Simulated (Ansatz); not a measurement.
# BeS, response to strain

The reference is BeS in the zinc blende structure (space group F-43m, No. 216; a = 4.7964 Å). Axes: x, y, z lie along the cube axes.

Strains are applied to the cell and any free atomic positions relax; under biaxial strain the out-of-plane vector relaxes too.

The values are results of LDA (Ansatz, a program for electronic structure), spin-orbit coupling left out, not measurements.

```csv
"biaxial strain, plane normal [111], relaxed out of plane (%)",band gap (eV)
-2.5,2.59
-2.08,2.64
-1.67,2.68
-1.25,2.72
-0.83,?
-0.42,2.79
0,2.82
```

### Question
Fit E_g = E₀ + Dε (ε in %) to the rows shown and predict the withheld row.

### Answer
Least squares on the printed values gives E₀ = 2.83 eV, D = 91.0 meV per % of strain (largest residual 0.01 eV); this predicts 2.75 eV, and the run gives 2.76 eV, in agreement.

Whether these cells are dynamically stable was not tested.
